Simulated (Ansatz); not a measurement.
## How a calculation on Ti3Al (P6_3/mmc, 8 atoms in the cell) responds to its settings

```yaml
crystal:
  lattice:
    - [5.97029, 0.00000, 0.00000]
    - [-2.98515, 5.17042, 0.00000]
    - [0.00000, 0.00000, 4.78864]
  atoms:
    - { symbol: Ti, position: [0.83920, 0.67840, 0.25000] }
    - { symbol: Ti, position: [0.16080, 0.83920, 0.75000] }
    - { symbol: Ti, position: [0.32160, 0.16080, 0.25000] }
    - { symbol: Ti, position: [0.16080, 0.32160, 0.75000] }
    - { symbol: Ti, position: [0.83920, 0.16080, 0.25000] }
    - { symbol: Ti, position: [0.67840, 0.83920, 0.75000] }
    - { symbol: Al, position: [0.33333, 0.66667, 0.25000] }
    - { symbol: Al, position: [0.66667, 0.33333, 0.75000] }
```

Base run A: LDA (PW92), default PAW files made with PBE run with Ansatz (a quantum-chemistry and plane-wave program), self-consistent single point.

Its settings: basis.ecutwfc = 420 eV; kpoints.mp_grid.grid = 5 5 5; hamiltonian.xc = lda; hamiltonian.pseudopotentials = {kind: paw} (the program's default PAW files); scf.occupations.method = methfessel_paxton; scf.occupations.width = 0.136 eV.

The starting cell was generated: these elements placed on a structure prototype, without a prior relaxation; it need not be a known phase or ordering of this composition. Its lattice was rescaled by a random factor within 2.5 % of one. Spin polarisation is off. In the base run, with a pressure of about -15 GPa the cell is away from its equilibrium volume at this level. Ansatz's pressure includes its estimate of the finite-basis (Pulay) stress.

Runs:
- B: hamiltonian.xc: lda → pbe [PBE]
- C: hamiltonian.xc: lda → pbesol [PBEsol]
- D: hamiltonian.xc: lda → rpbe [RPBE]
- E: hamiltonian.xc: lda → revpbe [revPBE]
- F: hamiltonian.xc: lda → blyp [BLYP]
- G: basis.ecutwfc: 420 eV → 500 eV; hamiltonian.xc: lda → r2scan [r2SCAN]

```
run  pressure (GPa)  largest force (eV/Å)
---  --------------  --------------------
A            -15.17                 0.518
B             -8.81                 0.705
C                 …                 0.620
D             -6.28                 0.765
E             -6.94                 0.748
F             -6.22                 0.639
G                 …                 0.831
```

Problem. Some entries are withheld; supply them.

Solution. 
- C, pressure (GPa): -12.04
- G, pressure (GPa): -10.04

Keys are those of Ansatz 0.2.
